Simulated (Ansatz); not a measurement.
**Response to strain in LiNbO3**

Base system: LiNbO3 (space group R3c, No. 161).

```xyz
10
Lattice="2.5337 1.4629 4.5624 -2.5337 1.4629 4.5624 0.0000 -2.9257 4.5624" Properties=species:S:1:pos:R:3 pbc="T T T"
Li     0.0000     0.0000     3.8481
Li     0.0000     0.0000    10.6917
Nb     0.0000     0.0000    13.6533
Nb     0.0000     0.0000     6.8097
O     -0.6593    -1.4089     5.4222
O      1.5498     0.1335     5.4222
O     -0.8905     1.2754     5.4222
O     -1.6432    -0.1874     7.7034
O      0.6593     1.5168     7.7034
O      0.9839    -1.3293     7.7034
```

Cartesian axes are those of the cell as printed.

Strains are applied to the cell and any free atomic positions relax.

Computed with Kohn–Sham DFT with the LDA functional, run in Ansatz (a first-principles code) with PAW and 420 eV plane waves, scalar-relativistic without spin-orbit coupling.

Notes on the quantities. energy relative to the base: free energy F.

```tsv
case	energy relative to the base	largest internal atomic displacement	shortest interatomic distance
base	0 meV/atom	–	1.880 Å
uniaxial strain ε_xx = +1.50 %	+1.5 meV/atom	0.022 Å	1.876 Å
uniaxial strain ε_xx = +2.25 %	+3.4 meV/atom	0.035 Å	1.875 Å
uniaxial strain ε_xx = +3.00 %	+5.9 meV/atom	0.048 Å	1.873 Å
```

Stability against distortions was not tested.
